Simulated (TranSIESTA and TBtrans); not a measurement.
**Ga chain with one N atom inserted**

Device: Ga chain with one N atom inserted. Leads: straight Ga chain, spacing 2.55 Å. Geometry: 3 atoms about the centre moved by SIESTA (PBE, DZP) to a largest force of 0.02 eV/Å, all others as built, motion along the axis alone.

Method: TranSIESTA and TBtrans, PBE, DZP numerical orbitals (energy shift 0.15 eV), PseudoDojo norm-conserving scalar-relativistic potentials, mesh cutoff 200 Ry, 300 K, spin-polarised (collinear), no spin-orbit coupling; self-consistent non-equilibrium Green functions.

| Quantity | Value |
|---|---|
| Conductance at 300 K (G0 = 2e²/h) | 0.86 |
| Thermopower (μV/K) | -2.1 |
| Mean T from −0.5 to 0.5 eV | 0.75 |

Energies count from the leads' Fermi level. Transmissions are for each spin. The energy step is 0.01 eV; narrower resonances are cut or missed.

| E (eV) | T up | T down | lead channels up | down |
|---|---|---|---|---|
| -2.00 | 0.66 | 0.67 | 1 | 1 |
| -1.80 | 0.63 | 0.64 | 1 | 1 |
| -1.60 | 0.55 | 0.56 | 1 | 1 |
| -1.40 | 0 | 0 | 0 | 0 |
| -1.20 | 0.73 | 0.73 | 1 | 1 |
| -1.00 | 0.67 | 0.67 | 1 | 1 |
| -0.80 | 0.64 | 0.64 | 1 | 1 |
| -0.60 | 0.61 | 0.61 | 1 | 1 |
| -0.40 | 0.59 | 0.58 | 1 | 1 |
| -0.20 | 0.66 | 0.67 | 3 | 3 |
| 0.00 | 0.85 | 0.88 | 3 | 3 |
| 0.20 | 0.85 | 0.84 | 3 | 3 |
| 0.40 | 0.81 | 0.79 | 3 | 3 |
| 0.60 | 0.80 | 0.77 | 3 | 3 |
| 0.80 | 0.80 | 0.78 | 3 | 3 |
| 1.00 | 0.84 | 0.82 | 3 | 3 |
| 1.20 | 0.91 | 0.90 | 3 | 3 |
| 1.40 | 1.02 | 1.02 | 3 | 3 |
| 1.60 | 1.18 | 1.20 | 3 | 3 |
| 1.80 | 1.39 | 1.41 | 3 | 3 |
| 2.00 | 1.61 | 1.63 | 3 | 3 |

Moments were seeded on the central atoms alone, and one start was tried. The straight chain is held at its spacing; free chains may zigzag or dimerise.
